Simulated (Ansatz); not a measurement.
Output of an Ansatz run (abridged):

```
WARN ansatz: RAYON_NUM_THREADS=1 ignored (pool sized by the plan → 1); use --threads N
Pseudopotentials: kind: paw
Pseudopotential: Si, paw, valence charge 4
Pseudopotential: Ni, paw, valence charge 18
Crystal: 8 atoms, lattice volume = 92.726 Å³
Basis set: ecut = 420 eV, 1839 PW (Γ)
Bands: 53, of which v1, the nominal top of the filled ones, is band 44 counted from 1 (43 counted from 0)
Symmetry: 3 space group operations
Space group: R3 (ITA 146), of the structure as read, at distance tolerance 4.5e-5 Å
k-points: 23 of 125 (time reversal used)
PAW frozen core: Si, regenerated for the run's functional, and the local potential with it
PAW frozen core: Ni, regenerated for the run's functional, and the local potential with it
Initial density: superposition of atomic densities (neutral atoms: chi_scale 0, normalization atom), corrected by the library's trained network
Initial wavefunctions: pseudopotential atomic-orbital guess
Eigensolver: davidson
Functional: x = slater, c = lda
SCF iter   1: F=—  HF=-25531.924479 eV  |F-HF|=—  |Δ(HF+E_count)|=         —  Δρ=1.49e-2  dr2=8.41e-2  ethr=1.77e-3  ⟨swp⟩=7.3  Hψ=4797  notcnv=0
all-band conjugate gradients solve this SCF's bands
preconditioner: auto → Resta (q_TF=auto, 2.705 Å⁻¹)
SCF iter   2: F=—  HF=-25531.907249 eV  |F-HF|=—  |Δ(HF+E_count)|=   1.72e-2  Δρ=4.06e-3  dr2=5.55e-3  ethr=9.56e-5  ⟨swp⟩=2.3  Hψ=2334  notcnv=0  defer=46
SCF iter   3: F=—  HF=-25531.906382 eV  |F-HF|=—  |Δ(HF+E_count)|=   8.67e-4  Δρ=1.51e-3  dr2=1.02e-3  ethr=6.30e-6  ⟨swp⟩=1.4  Hψ=1202  notcnv=0  defer=46
SCF iter   4: F=—  HF=-25531.906109 eV  |F-HF|=—  |Δ(HF+E_count)|=   2.74e-4  Δρ=2.15e-4  dr2=4.09e-5  ethr=1.16e-6  ⟨swp⟩=1.1  Hψ=1177  notcnv=0  defer=46
SCF iter   5: F=—  HF=-25531.906111 eV  |F-HF|=—  |Δ(HF+E_count)|=   2.78e-6  Δρ=4.22e-5  dr2=1.37e-6  ethr=4.65e-8  ⟨swp⟩=2.0  Hψ=1327  notcnv=0  defer=46
SCF iter   6: F=—  HF=-25531.906112 eV  |F-HF|=—  |Δ(HF+E_count)|=   2.38e-7  Δρ=1.62e-5  dr2=1.74e-7  ethr=1.14e-10  ⟨swp⟩=9.3  Hψ=5952  notcnv=0
SCF iter   7: F=-25531.906112 eV  HF=-25531.906112 eV  |F-HF|=4.15e-8  |Δ(HF+E_count)|=   7.22e-9  Δρ=8.13e-6  dr2=4.34e-8  ethr=1.14e-10  ⟨swp⟩=4.0  Hψ=4338  notcnv=0
SCF 1 converged in 7 iterations: F = -25531.906112 eV  dr2 = 4.34e-8
SCF converged after 7 iterations
Free energy (F): -25531.906112 eV
Harris-Foulkes:  -25531.906112 eV  (|F-HF|=4.15e-8)
Internal energy: -25531.895709 eV  (E = F + TS)
E sigma→0 (E₀):  -25531.900910 eV
Entropy (-TS):   -0.010403 eV (-1.300 meV/atom)
Fermi energy:    15.855334 eV
--- Per-component energies (eV) ---
  E_band       = -1218.398748
  E_kinetic    = 1316.742921
  E_local      = -17433.796503  (includes V_loc(G=0)·N_el)
  E_nonlocal   = 2665.298753
  E_hartree    = 7501.665170
  E_xc         = -566.424126
  E_vxc        = -638.351518  (∫ρ·V_xc dr)
  E_paw        = -8206.002650  (= ΣΔE_a)
  E_vpaw       = -2131.637267  (= ΣTr[D̂ρ^β])
  E_aug_tail   = 0.001850  (compensation charges beyond the density's cutoff)
  E_ewald      = -10811.454928
  E_core_change = 2.073805  (= ΣΔE_core)
  E_smearing   = -0.010403  (= −TS)
  E_closure    = 0.000000  (closes the sum)
  Σ components = -25531.906112   (vs F -25531.906112, Δ=0.00e0)
--- Forces (eV/Å), atoms counted from 1 ---
  atom   1  Si     0.02902869     0.06268738     0.00820738
  atom   2  Si    -0.31673146    -0.31673146    -0.31673146
  atom   3  Si     0.06268738     0.00820738     0.02902869
  atom   4  Si     0.00820738     0.02902869     0.06268738
  atom   5  Ni     0.11224475     0.03168854     0.00235308
  atom   6  Ni     0.07052649     0.07052649     0.07052649
  atom   7  Ni     0.03168854     0.00235308     0.11224475
  atom   8  Ni     0.00235308     0.11224475     0.03168854
  max |Σ_I F_I| component: 4.84e-6 eV/Å
--- Stress (GPa, compression-positive) ---
      -11.787338       0.132394       0.132394
        0.132394     -11.787338       0.132394
        0.132394       0.132394     -11.787338
  P = ⅓ Tr σ = -11.7873 GPa (-117.873 kbar)
  The stress holds the Pulay correction. Without it, at fixed plane waves, as pw.x and ABINIT print it: P = -11.8658 GPa
--- Band table (eV; the first three rows and the last of 23) ---
  k-point 0: bands = ["-87.4855", "-87.4540", "-87.4505", "-87.4505", "-48.4433", "-48.4068", "-48.4068", "-48.3920", "-48.2799", "-48.2799", "-48.2620", "-48.2500", "-48.2500", "-48.2328", "-48.2328", "-48.2281", "1.8169", "7.1427", "7.1427", [...]
  k-point 1: bands = ["-87.4854", "-87.4538", "-87.4511", "-87.4502", "-48.4433", "-48.4081", "-48.4047", "-48.3930", "-48.2808", "-48.2799", "-48.2608", "-48.2515", "-48.2480", "-48.2344", "-48.2319", "-48.2280", "2.0991", "5.8027", "7.3386", [...]
  k-point 2: bands = ["-87.4854", "-87.4535", "-87.4516", "-87.4501", "-48.4432", "-48.4087", "-48.4021", "-48.3952", "-48.2814", "-48.2808", "-48.2591", "-48.2517", "-48.2469", "-48.2357", "-48.2319", "-48.2278", "2.9258", "4.2272", "7.8477", [...]
  k-point 22: bands = ["-87.4853", "-87.4524", "-87.4516", "-87.4511", "-48.4423", "-48.4046", "-48.4030", "-48.4000", "-48.2804", "-48.2801", "-48.2637", "-48.2494", "-48.2453", "-48.2425", "-48.2278", "-48.2258", "4.8998", "5.5048", "6.0902", [...]
```

The structure:

```
CELL_PARAMETERS angstrom
      4.52621     0.00000     0.00000
      0.00000     4.52621     0.00000
      0.00000     0.00000     4.52621
ATOMIC_POSITIONS crystal
  Si 0.65317 0.15317 0.34683
  Si 0.85321 0.85321 0.85321
  Si 0.15317 0.34683 0.65317
  Si 0.34683 0.65317 0.15317
  Ni 0.35050 0.85050 0.64950
  Ni 0.14950 0.14950 0.14950
  Ni 0.85050 0.64950 0.35050
  Ni 0.64950 0.35050 0.85050
```

What input produced this log?

Other spellings and defaults could give the same log, and not every line can be read from it. The input that was run (DFT, LDA (PW92), plane waves, default PAW files made with PBE):

Ansatz 0.2 input:
```yaml
crystal:
  lattice:
    - [4.52620800, 0.00000000, 0.00000000]
    - [0.00000000, 4.52620800, 0.00000000]
    - [0.00000000, 0.00000000, 4.52620800]
  atoms:
    - { symbol: Si, position_ang: [2.95638328, 0.69327928, 1.56982472] }
    - { symbol: Si, position_ang: [3.86179688, 3.86179688, 3.86179688] }
    - { symbol: Si, position_ang: [0.69327928, 1.56982472, 2.95638328] }
    - { symbol: Si, position_ang: [1.56982472, 2.95638328, 0.69327928] }
    - { symbol: Ni, position_ang: [1.58643590, 3.84953990, 2.93977210] }
    - { symbol: Ni, position_ang: [0.67666810, 0.67666810, 0.67666810] }
    - { symbol: Ni, position_ang: [3.84953990, 2.93977210, 1.58643590] }
    - { symbol: Ni, position_ang: [2.93977210, 1.58643590, 3.84953990] }
basis:
  ecutwfc: 420.0 eV
kpoints:
  mp_grid: { grid: [5, 5, 5] }
hamiltonian:
  xc: lda
  pseudopotentials: { kind: paw }
scf:
  occupations: { method: gaussian, width: 0.1 eV }
output:
  forces: true
  eigenvalues: true
  stress: true
```

The starting cell comes from a database of computed structures (which also holds hypothetical and non-ambient phases and stackings), without a prior relaxation at this level. Its lattice was rescaled by up to half a per cent. One atom was moved a little off its site on purpose. Spin polarisation is off. With a pressure of about -12 GPa the cell is away from its equilibrium volume at this level. Ansatz's pressure includes its estimate of the finite-basis (Pulay) stress.

Ansatz is a program for electronic structure.
